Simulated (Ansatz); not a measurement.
Take BN in the zinc blende structure (space group F-43m, No. 216; a = 3.624 Å) as the base.

Method: PBE (Ansatz, a program for electronic structure; PAW; 420 eV plane waves; spin-orbit coupling left out), earlier PAW set.

Before the change:

| Item | Result |
|---|---|
| Shortest interatomic distance | 1.569 Å |
| Band gap | 4.46 eV |

It is then changed as follows: a hydrostatic pressure of 10 GPa.

**Question.** Estimate the effect on the shortest interatomic distance.

**Answer.** The shortest interatomic distance drops by 0.013 Å to 1.556 Å.

**Question.** Estimate the effect on the band gap.

**Answer.** The band gap grows by 0.03 eV to 4.49 eV.

Load acts through the strain it causes; cell and atoms are relaxed under it. Whether these cells are dynamically stable was not tested. Competing high-pressure phases were not computed.
